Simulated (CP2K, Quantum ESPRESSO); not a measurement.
A Quantum ESPRESSO input for a self-consistent single point of CaCd2As2 (P-3m1, 5 atoms in the cell) (DFT, PBEsol, plane waves, SSSP 1.1.2 precision (PBE) pseudopotentials):

```fortran
&control
  calculation = 'scf'
  prefix = 'pwscf'
  outdir = './work'
  pseudo_dir = './'
  tprnfor = .true.
  tstress = .true.
/
&system
  ibrav = 0
  nat = 5
  ntyp = 3
  ecutwfc = 55
  ecutrho = 440
  occupations = 'smearing'
  smearing = 'fd'
  degauss = 0.0036749
  input_dft = 'pbesol'
/
&electrons
  conv_thr = 1.0d-10
  mixing_beta = 0.4
/
ATOMIC_SPECIES
Ca    40.0780  Ca_pbe_v1.uspp.F.UPF
Cd   112.4140  Cd.pbe-dn-rrkjus_psl.0.3.1.UPF
As    74.9216  As.pbe-n-rrkjus_psl.0.2.UPF
ATOMIC_POSITIONS crystal
Ca    0.0000000000    0.0000000000    0.0000000000
Cd    0.3333333333    0.6666666667    0.6332500000
Cd    0.6666666667    0.3333333333    0.3667500000
As    0.3333333333    0.6666666667    0.2376600000
As    0.6666666667    0.3333333333    0.7623400000
K_POINTS automatic
7 7 4  0 0 0
CELL_PARAMETERS angstrom
   4.4138798792     0.0000000000     0.0000000000
  -2.2069399396     3.8225321046     0.0000000000
   0.0000000000     0.0000000000     7.2060600000
```

Question: Translate this input to CP2K.

Answer: One input that does it (others would too):

```
&GLOBAL
  PROJECT run
  RUN_TYPE ENERGY_FORCE
  PRINT_LEVEL LOW
&END GLOBAL
&FORCE_EVAL
  METHOD Quickstep
  STRESS_TENSOR ANALYTICAL
  &DFT
    BASIS_SET_FILE_NAME BASIS_MOLOPT
    POTENTIAL_FILE_NAME GTH_POTENTIALS
    &QS
      METHOD GPW
      EPS_DEFAULT 1E-11
    &END QS
    &MGRID
      CUTOFF 500
      REL_CUTOFF 60
      NGRIDS 5
    &END MGRID
    &SCF
      SCF_GUESS ATOMIC
      EPS_SCF 1E-6
      MAX_SCF 100
      ADDED_MOS 8
      &DIAGONALIZATION
        ALGORITHM STANDARD
      &END DIAGONALIZATION
      &MIXING
        METHOD BROYDEN_MIXING
        ALPHA 0.4
        NBUFFER 12
        BETA 1.5
      &END MIXING
      &SMEAR ON
        METHOD FERMI_DIRAC
        ELECTRONIC_TEMPERATURE [K] 580.23
      &END SMEAR
    &END SCF
    &KPOINTS
      SCHEME MONKHORST-PACK 7 7 4
      GAMMA_CENTERED T
    &END KPOINTS
    &XC
      &XC_FUNCTIONAL
        &PBE
          PARAMETRIZATION PBESOL
        &END PBE
      &END XC_FUNCTIONAL
    &END XC
    &PRINT
      &MO
        EIGENVALUES T
        OCCUPATION_NUMBERS T
        NDIGITS 8
        FILENAME mo
        &EACH
          QS_SCF 0
        &END EACH
        ADD_LAST NUMERIC
      &END MO
      &MULLIKEN OFF
      &END MULLIKEN
    &END PRINT
  &END DFT
  &SUBSYS
    &CELL
      A 4.41388000 0.00000000 0.00000000
      B -2.20694000 3.82253200 0.00000000
      C 0.00000000 0.00000000 7.20606000
      PERIODIC XYZ
    &END CELL
    &COORD
      SCALED
      Ca       0.00000000     0.00000000     0.00000000
      Cd       0.33333300     0.66666700     0.63325000
      Cd       0.66666700     0.33333300     0.36675000
      As       0.33333300     0.66666700     0.23766000
      As       0.66666700     0.33333300     0.76234000
    &END COORD
    &KIND Ca
      BASIS_SET DZVP-MOLOPT-SR-GTH
      POTENTIAL GTH-PBE-q10
    &END KIND
    &KIND Cd
      BASIS_SET DZVP-MOLOPT-SR-GTH
      POTENTIAL GTH-PBE-q12
    &END KIND
    &KIND As
      BASIS_SET DZVP-MOLOPT-SR-GTH
      POTENTIAL GTH-PBE-q5
    &END KIND
  &END SUBSYS
  &PRINT
    &FORCES ON
    &END FORCES
    &STRESS_TENSOR ON
    &END STRESS_TENSOR
  &END PRINT
&END FORCE_EVAL
```

Basis, cutoffs, solver keys and any potentials are the target program's own. This input uses DFT PBEsol, GPW, DZVP-MOLOPT-SR-GTH basis, GTH-PBE potentials (GTH_POTENTIALS).

The starting cell comes from a database of computed structures (which also holds hypothetical and non-ambient phases and stackings), without a prior relaxation at this level.
